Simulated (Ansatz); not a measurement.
The parent structure is In2O3 in the corundum structure (space group R-3c, No. 167; a = 5.513 Å, c = 14.535 Å (hexagonal axes)).

All numbers come from PBEsol (Ansatz, an electronic-structure program), scalar-relativistic without spin-orbit coupling.

Base values:

| Property | Result |
|---|---|
| Volume per atom | 12.75 Å³ |

It is then changed as follows: cell and atoms relaxed at a pressure of 1.5 GPa.

Q: What does the calculation give for the volume per atom after the change?

A: The volume per atom shrinks by 0.11 Å³ (12.75 Å³ → 12.64 Å³).

Load acts through the strain it causes; cell and atoms are relaxed under it. Whether these cells are dynamically stable was not tested.
